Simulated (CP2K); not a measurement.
Input and output of a relaxation of cell and atoms for Ca3ZnSe4 (P-43m, 8 atoms in the cell) (CP2K).

Method: LDA (Pade form), GPW, DZVP-MOLOPT-SR-GTH basis, GTH-PADE potentials (GTH_POTENTIALS) in CP2K.

```xyz
8
Lattice="6.3321 0.0000 0.0000 0.0000 6.3321 0.0000 0.0000 0.0000 6.3321" Properties=species:S:1:pos:R:3 pbc="T T T"
Ca     0.0000     3.1660     3.1660
Ca     3.1660     0.0000     3.1660
Ca     3.1660     3.1660     0.0000
Zn     0.0000     0.0000     0.0000
Se     4.8751     4.8751     1.4569
Se     4.8751     1.4569     4.8751
Se     1.4569     1.4569     1.4569
Se     1.4569     4.8751     4.8751
```

Reference input (self-consistent single point, DFT LDA (Pade form), GPW, DZVP-MOLOPT-SR-GTH basis, GTH-PADE potentials (GTH_POTENTIALS)): CUTOFF = 600 Ry; REL_CUTOFF = 50 Ry; KPOINTS/SCHEME = MONKHORST-PACK 3 3 3; XC_FUNCTIONAL = PADE; Ca/BASIS_SET = DZVP-MOLOPT-SR-GTH; Ca/POTENTIAL = GTH-PADE-q10; Zn/BASIS_SET = DZVP-MOLOPT-SR-GTH; Zn/POTENTIAL = GTH-PADE-q12; Se/BASIS_SET = DZVP-MOLOPT-SR-GTH; Se/POTENTIAL = GTH-PADE-q6; METHOD = GPW; EPS_DEFAULT = 1e-10. This run's input differs from it in these lines:

```diff
@@ -2,3 +2,3 @@
   PROJECT run
-  RUN_TYPE ENERGY_FORCE
+  RUN_TYPE CELL_OPT
   PRINT_LEVEL MEDIUM
@@ -14,2 +14,3 @@
       EPS_DEFAULT 1E-10
+      EXTRAPOLATION USE_GUESS
     &END QS
@@ -93,2 +94,20 @@
 &END FORCE_EVAL
+&MOTION
+  &CELL_OPT
+    OPTIMIZER BFGS
+    MAX_ITER 60
+    MAX_FORCE 4E-4
+    RMS_FORCE 3E-4
+    EXTERNAL_PRESSURE [GPa] 0
+    PRESSURE_TOLERANCE [bar] 200
+  &END CELL_OPT
+  &PRINT
+    &CELL ON
+    &END CELL
+    &RESTART OFF
+    &END RESTART
+    &RESTART_HISTORY OFF
+    &END RESTART_HISTORY
+  &END PRINT
+&END MOTION
```

Output (repeated stretches shortened):

```
 SCF WAVEFUNCTION OPTIMIZATION

  Step     Update method      Time    Convergence         Total energy    Change
     1 NoMix/Diag. 0.20E+00      -     1.87707015      -209.2487696417 -2.09E+02
     2 Broy./Diag. 0.20E+00      -     0.03952540      -208.0470385162  1.20E+00
     3 Broy./Diag. 0.20E+00      -     0.13227939      -208.2864894227 -2.39E-01
     4 Broy./Diag. 0.20E+00      -     0.03807620      -208.6507943817 -3.64E-01
     5 Broy./Diag. 0.20E+00      -     0.01521728      -208.9578610577 -3.07E-01
     6 Broy./Diag. 0.20E+00      -     0.00371541      -209.0616404961 -1.04E-01
   [... 11 lines left out ...]
    18 Broy./Diag. 0.20E+00      -     0.00000045      -209.0214221691  4.90E-06
    19 Broy./Diag. 0.20E+00      -     0.00000046      -209.0214199257  2.24E-06
    20 Broy./Diag. 0.20E+00      -     0.00000011      -209.0214190763  8.49E-07
    21 Broy./Diag. 0.20E+00      -     0.00000003      -209.0214197423 -6.66E-07
  *** SCF run converged in    21 steps ***

  Overlap energy of the core charge distribution:               0.00000000229375
  Self energy of the core charge distribution:               -376.29658196805110
  Core Hamiltonian energy:                                     93.41643627288182
  Hartree energy:                                             106.03106963780778
  Exchange-correlation energy:                                -32.17234368725717

  Total energy:                                              -209.02141974232495

                     Mulliken Population Analysis

 #  Atom  Element  Kind  Atomic population                           Net charge
       1     Ca       1          9.578661                              0.421339
       2     Ca       1          9.578661                              0.421339
   [... lines left out ...]
  Total energy:                                              -209.02170611358605
 OPT| Pressure deviation [bar]                                 -18796.5433050826
 OPT| Pressure tolerance [bar]                                    200.0000000000
 OPT| Pressure is converged                                                   NO
  Total energy:                                              -209.02443220768029
 OPT| Pressure deviation [bar]                                      0.2083965219
 OPT| Pressure tolerance [bar]                                    200.0000000000
 OPT| Pressure is converged                                                  YES
 ***                    GEOMETRY OPTIMIZATION COMPLETED                      ***
  Total energy:                                              -209.02443220768029
   [... lines left out ...]
       6     Se       3          6.300942                             -0.300942
       7     Se       3          6.300941                             -0.300941
       8     Se       3          6.300942                             -0.300942
 # Total charge                             66.000000                 -0.000000

 ENERGY| Total FORCE_EVAL ( QS ) energy [hartree]           -209.024432207680292
```

The run converged. 

Summary of the result:
- Free energy E − TS: -5687.8446 eV
- Top of the valence band (on the code's own zero): 1.79 eV
- Gap on the k-point mesh: 1.95 eV
- Pressure: 0.00 GPa
- Final cell: a = b = c = 6.2285 Å, α = β = γ = 90.00°
- Final volume per atom: 30.20 Å³
- Relaxation steps: 8

The starting cell comes from a database of computed structures (which also holds hypothetical and non-ambient phases and stackings), without a prior relaxation at this level. Its lattice was rescaled by a random factor within 2.5 % of one. Values carry the incompleteness of an atom-centred basis.

Cost on one core of a shared machine: roughly 6 min.
